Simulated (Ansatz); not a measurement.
For AlB2-type LaCu2, LDA in Ansatz (plane waves, PAW) gives:

* **lattice constant a**: 4.213 Å
* **c axis length**: 3.731 Å
* **bulk modulus B0**: 79.9 GPa

Problem. What does r²SCAN (PAW; Ansatz, an electronic-structure program) give for the same quantities?

Solution. 
- lattice constant a: 4.303 Å (grows by 2.1 %)
- lattice parameter c: 3.862 Å (goes up by 3.5 %)
- bulk modulus: 70.2 GPa (shrinks by 12 %)

Changes are worked out from the printed values.

Unless a cell is named, each level is at its own relaxed cell (LDA 19.12, r²SCAN 20.64 Å³/atom).

Caveats: the bulk modulus is −V dP/dV from two relaxed cells at ±2 % in volume (LDA, r²SCAN). Ansatz's density-functional and Hartree–Fock values are scalar-relativistic unless marked +SOC, with PAW data made under PBE.
